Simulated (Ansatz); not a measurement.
Reference: BP (F-43m), r2SCAN, rigid bands (plane waves, PAW, scalar-relativistic; Ansatz, an electronic-structure program); geometry: cell and atoms relaxed with PBEsol.

```
CELL_PARAMETERS angstrom
      0.00000     2.26008     2.26008
      2.26008     0.00000     2.26008
      2.26008     2.26008     0.00000
ATOMIC_POSITIONS crystal
  B  0.00000 0.00000 0.00000
  P  0.25000 0.25000 0.25000
```

The band gap is 1.39 eV and the electron conductivity mass is 0.32 mₑ. The Seebeck coefficient, n-type 1e19 cm⁻³ comes out as -336 μV/K.

Question: Replace P by N on the same sites and relax. What happens?

Answer: BN (F-43m): volume per atom 11.5 to 5.9 Å³; band gap rises (1.39 eV to 5.00 eV); electron conductivity mass rises (0.32 mₑ to 0.38 mₑ); Seebeck coefficient, n-type 1e19 cm⁻³ falls in size (-336 μV/K to -281 μV/K).

Question: Replace B by Ga on the same sites and relax. What happens?

Answer: GaP (F-43m): volume per atom 11.5 to 20.1 Å³; band gap rises (1.39 eV to 1.84 eV); electron conductivity mass rises (0.32 mₑ to 0.34 mₑ); Seebeck coefficient, n-type 1e19 cm⁻³ stays about the same (-336 μV/K to -328 μV/K).

Question: Replace B by In on the same sites and relax. What happens?

Answer: InP (F-43m): volume per atom 11.5 to 25.4 Å³; band gap falls (1.39 eV to 1.11 eV); electron conductivity mass falls (0.32 mₑ to 0.089 mₑ); Seebeck coefficient, n-type 1e19 cm⁻³ falls in size (-336 μV/K to -58 μV/K).

Moves up to 5 % count as about the same. Masses are for dilute carriers at 300 K, harmonic means over directions unless an axis is named. Seebeck coefficients are for the stated density at 300 K, with one relaxation time for all states and whether or not that doping can be reached. Spin-orbit coupling is left out.
